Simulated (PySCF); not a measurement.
PySCF 2.14.0, PBE0/def2-svp, df: N[SiH2]S[Si](F)(F)F, 11 atoms. The geometry is a generated start, not checked to be a minimum at this level.

```yaml
task: energy
method: pbe0
basis: def2-svp
two_electron_scheme: density fitting
mol.max_memory: 3000 MB
mf.max_cycle: 100
mf.DIIS: CDIIS (default)
mf.conv_tol: 1e-09 (default)
mf.grids.level: 3 (default)
basis_functions: 130
grid_points: 153160
```

```xyz
11

Si    -2.0456     0.8143    -0.0783
F     -2.3694     0.5598     1.4534
F     -3.0199     1.9684    -0.5358
F     -2.6151    -0.5097    -0.7453
S     -0.0583     1.2341    -0.5072
Si     0.8394    -0.6386     0.1846
N      2.4895    -0.2934    -0.0749
H      0.2200    -1.7022    -0.6037
H      0.5920    -0.7770     1.6130
H      3.1928    -0.9911     0.1062
H      2.7746     0.3353    -0.8119
```

With the defaults (mf.diis = true, mf.init_guess = minao, mf.diis_space = 8, mf.level_shift = 0, mf.diis_damp = 0, mf.damp = 0, mf.diis_start_cycle = 1) it converges in 12 Fock builds. One run each on 2 threads, 1 BLAS thread, with these changes:
- mf.diis_damp = 0.3
- mf.init_guess = huckel
- mf.diis_space = 3
- mf.init_guess = atom
- mf.diis = false
- mf.diis_space = 20
- mf.level_shift = 0.1 Hartree
- mf.level_shift = 1 Hartree
- mf.damp = 0.7, mf.diis_start_cycle = 8

Question: Name the settings that don't reach the solution of the defaults.

Answer: No convergence: mf.diis = false (the run ends without SCF convergence in 100 cycles). The rest reach the solution of the defaults.

| setting | Fock builds | end |
|---|---|---|
| mf.diis_damp = 0.3 | 11 | same solution |
| the defaults | 12 | same solution |
| mf.diis_space = 20 | 12 | same solution |
| mf.level_shift = 0.1 Hartree | 12 | same solution |
| mf.init_guess = atom | 12 | same solution |
| mf.init_guess = huckel | 13 | same solution |
| mf.diis_space = 3 | 14 | same solution |
| mf.damp = 0.7, mf.diis_start_cycle = 8 | 15 | same solution |
| mf.level_shift = 1 Hartree | 28 | same solution |
| mf.diis = false | 101 | no convergence |
